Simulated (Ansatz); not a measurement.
Data:

```xyz
2
Lattice="0.0000 2.5825 2.6329 2.5825 0.0000 2.6329 2.5825 2.5825 0.0000" Properties=species:S:1:pos:R:3 pbc="T T T"
Mg     0.0000     0.0000     0.0000
S      2.5825     2.5825     2.6329
```

Calculation: PBEsol with spin-orbit coupling, rigid bands (plane waves, PAW; Ansatz, a program for electronic structure). Condition of this run: uniaxial stress zz = -2 GPa (compression positive) (the target of the relaxation). Cell: cell and atoms relaxed with PBEsol, then loaded as said.

Predict the electron conductivity mass (n e² τ/σ) at 300 K, by direction if it differs.

0.38 (x), 0.38 (y), 0.31 (z) mₑ.

Predict the hole conductivity mass (n e² τ/σ) at 300 K, by direction if it differs.

1.19 (x), 1.19 (y), 0.94 (z) mₑ.

And the band gap?

2.61 eV at this level; semilocal functionals usually fall short of the measured gap.

Rigid bands, one relaxation time for all states, no polarons.
